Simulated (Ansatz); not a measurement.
Consider GaN (space group P4_2/mnm, No. 136; a = 5.4704 Å, c = 3.1829 Å; a hypothetical phase, not in the database extracts checked).

It is then changed as follows: cell and atoms relaxed at a pressure of 10 GPa.

Levels (all Ansatz, a program for electronic structure, PAW): PBEsol (420 eV, spin-orbit coupling left out); HSE06 (420 eV, without spin-orbit coupling).

The geometry is relaxed with PBEsol.

- PBEsol band gap = 2.17 eV

With HSE06 at the same geometry, the band gap increases by 1.35 eV (2.17 eV → 3.52 eV).

Single points use the geometry relaxed with PBEsol. Load acts through the strain it causes; cell and atoms are relaxed under it. Stability against distortions was not tested. No other phases were tried under pressure.
